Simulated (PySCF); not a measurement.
PySCF 2.14.0, PBE0/def2-svpd, df: W(NMe)(S)(F)2 (C[N]=[W]([F])([F])=[S]), 9 atoms. The geometry is a generated start, not checked to be a minimum at this level.

* **task**: energy
* **method**: pbe0
* **basis**: def2-svpd
* **two-electron scheme**: density fitting
* **mol.max_memory**: 3000 MB
* **mf.max_cycle**: 100
* **mf.conv_tol**: 1e-09 (default)
* **mf.grids.level**: 3 (default)
* **effective core potentials**: those of the basis set, past Kr
* **basis functions**: 172
* **grid points**: 129160

```xyz
9

W     -0.7886     0.7155     1.0593
N      0.0782    -0.0529    -0.2906
C      0.8437    -0.7535    -1.2665
H      0.6557    -0.3596    -2.2716
H      1.9125    -0.6532    -1.0467
H      0.5854    -1.8175    -1.2528
S     -0.1363    -0.1724     2.9446
F     -2.6465     0.5323     0.9556
F     -0.5042     2.5614     1.1687
```

Charge 0 and multiplicity 1 are set for this test and not shown to be the ground state.

With the defaults (mf.DIIS = CDIIS, mf.diis = true, mf.damp = 0, mf.diis_start_cycle = 1, mf.diis_space = 8, newton = off, mf.level_shift = 0, mf.init_guess = minao) it converges in 14 Fock builds. One run each on 2 threads, 1 BLAS thread, with these changes:
- mf.diis_space = 20
- mf.damp = 0.7, mf.diis_start_cycle = 8
- mf.diis_space = 12
- mf.DIIS = EDIIS
- mf.level_shift = 1 Hartree
- mf.init_guess = mod_huckel
- newton = Hessian by the SCF's own integrals
- mf.diis = false, mf.damp = 0.7, mf.diis_start_cycle = 999
- mf.diis = false

**Question.** Name the settings that don't reach the solution of the defaults.

**Answer.** No convergence: mf.DIIS = EDIIS; mf.diis = false (the run ends without SCF convergence in 100 cycles). The rest reach the solution of the defaults.

```tsv
setting	Fock builds	end
the defaults	14	same solution
mf.diis_space = 12	14	same solution
mf.diis_space = 20	14	same solution
mf.damp = 0.7, mf.diis_start_cycle = 8	17	same solution
mf.init_guess = mod_huckel	18	same solution
mf.diis = false, mf.damp = 0.7, mf.diis_start_cycle = 999	29	same solution
newton = Hessian by the SCF's own integrals	32	same solution
mf.level_shift = 1 Hartree	49	same solution
mf.DIIS = EDIIS	101	no convergence
mf.diis = false	101	no convergence
```

Under newton the count holds the products with the orbital Hessian.
